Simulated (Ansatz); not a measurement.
Consider the following.

End structure of the (10-11) surface of hcp Re in its 1x1 cell, outermost plane spacing 0.35 Å in the ideal cut:

```
CELL_PARAMETERS angstrom
      2.77572     0.00000     0.00000
     -1.38786     5.08509     0.00000
      0.00000     0.00000    27.00000
ATOMIC_POSITIONS crystal
  Re 0.83402 0.66796 0.30043
  Re 0.56378 0.12678 0.31219
  Re 0.21625 0.43202 0.37622
  Re 0.94438 0.88852 0.38718
  Re 0.60741 0.21452 0.45479
  Re 0.33797 0.67594 0.46711
  Re 0.99163 0.98325 0.53289
  Re 0.72219 0.44467 0.54521
  Re 0.38521 0.77067 0.61282
  Re 0.11335 0.22717 0.62378
  Re 0.76581 0.53241 0.68781
  Re 0.49557 0.99123 0.69957
```

Slab: 12 atoms, 10.9 Å thick at the start; k 14x8x1, smearing 0.1 eV, dipole-corrected; single point; on the structure that PBE left under its start's symmetry; no spin, no spin-orbit, no U.

Task: Give the surface energy (mean of both faces) at the level r2SCAN, at the PBE geometry (Ansatz, an electronic-structure program).

Result: 3.59 J/m^2

Task: Estimate the work function of the top face that r2SCAN, at the PBE geometry returns for this input.

Result: 5.00 eV
